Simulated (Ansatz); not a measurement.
The structure below was relaxed with PBEsol/PAW in Ansatz (a program for electronic structure), spin-orbit coupling left out, earlier PAW set.

Space group F-43m (No. 216); a = 4.6293 Å, b = 4.6293 Å, c = 4.6293 Å, α = 90.00°, β = 90.00°, γ = 90.00°

```tsv
atom	site	symmetry	x	y	z
C	4c	-43m	0.2500	0.2500	0.2500
Al	4a	-43m	0.0000	0.0000	0.0000
```

Task: Write out a cell with all atoms.

Result: 
```cif
data_C4Al4
_chemical_formula_sum 'C4 Al4'
_space_group_name_H-M_alt 'P 1'
_space_group_IT_number 1
_cell_length_a 4.62932
_cell_length_b 4.62932
_cell_length_c 4.62932
_cell_angle_alpha 90.000
_cell_angle_beta 90.000
_cell_angle_gamma 90.000
loop_
_space_group_symop_operation_xyz
  'x, y, z'
loop_
_atom_site_label
_atom_site_type_symbol
_atom_site_fract_x
_atom_site_fract_y
_atom_site_fract_z
_atom_site_occupancy
C1 C 0.25000 0.25000 0.25000 1
Al1 Al 0.00000 0.00000 0.00000 1
C2 C 0.25000 0.75000 0.75000 1
Al2 Al 0.00000 0.50000 0.50000 1
C3 C 0.75000 0.25000 0.75000 1
Al3 Al 0.50000 0.00000 0.50000 1
C4 C 0.75000 0.75000 0.25000 1
Al4 Al 0.50000 0.50000 0.00000 1
```
This is the conventional cell.

Stability against distortions was not tested. All final runs are without spin polarisation. An odd electron count without spin: AlC. The cell was made from AlAs by this change: As → C; the result is a hypothetical phase, not in the database extracts checked.
